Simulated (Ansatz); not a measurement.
Start from MgO in the rock salt structure (space group Fm-3m, No. 225; a = 4.254 Å).

Now apply this change: a hydrostatic pressure of 100 GPa.

Levels (all Ansatz, a quantum-chemistry and plane-wave program, PAW): PBE (420 eV, without spin-orbit coupling); r2SCAN (500 eV, no spin-orbit coupling).

The geometry is relaxed with PBE.

| Quantity | Value |
|---|---|
| PBE hole mass | 0.45, 1.8, 1.8 mₑ (at Γ) |
| PBE pressure | 100.00 GPa |
| PBE lowest conduction level above the VBM at special points | Γ 8.33 eV; X 9.33 eV; L 10.02 eV; K 11.49 eV |

Task: How does going to r2SCAN change the hole mass, pressure and lowest conduction level above the VBM at special points?

Result: The hole mass (degenerate bands, along [100]) becomes 0.46, 1.8, 1.8 mₑ (at Γ) (PBE: 0.45, 1.8, 1.8 mₑ (at Γ)); the pressure drops by 7.124 GPa to 92.87 GPa; the lowest conduction level above the VBM at special points goes from Γ 8.33 eV; X 9.33 eV; L 10.02 eV; K 11.49 eV to Γ 9.37 eV; X 10.27 eV; L 11.05 eV; K 12.51 eV.

Single points use the geometry relaxed with PBE. Their cutoffs differ, which shifts pressures a little. The levels and masses belong to the bands next to the band gap. Load acts through the strain it causes; cell and atoms are relaxed under it. Effective masses come from finite differences of ±0.01 Å⁻¹. Whether these cells are dynamically stable was not tested. Competing high-pressure phases were not computed.
